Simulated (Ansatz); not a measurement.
The reference is BN in the zinc blende structure (space group F-43m, No. 216).

```
BN
1.0
    0.00000     1.80285     1.80285
    1.80285     0.00000     1.80285
    1.80285     1.80285     0.00000
N B
1 1
Cartesian
  2.70427   2.70427   2.70427
  0.00000   0.00000   0.00000
```

Cartesian axes are those of the cell as printed.

Calculations: Ansatz (a program for electronic structure) PBEsol, spin-orbit coupling left out.

Base values:

The valley order is X along ⟨100⟩ 4.30 eV. The electron mass is 0.89 mₑ along k, 0.29 mₑ across (at X).

It is then changed as follows: the cell is compressed by 5.48 % along z with no lateral relaxation; the atoms relax in the strained cell.

### Question
Estimate the effect on the valley order and electron mass.

### Answer
The valley order (the lowest conduction-band minima on the path, energy above the VBM, named in the base's zone) changes from X along ⟨100⟩ 4.30 eV to X along [001] 3.34 eV; X along [100] 4.38 eV; the electron mass becomes 0.77 mₑ along k, 0.30 mₑ across (at X) (base: 0.89 mₑ along k, 0.29 mₑ across (at X)).

The levels and masses belong to the bands next to the band gap. Effective masses come from finite differences of ±0.01 Å⁻¹. Along k means along the line from Γ to the band edge. Stability against distortions was not tested.
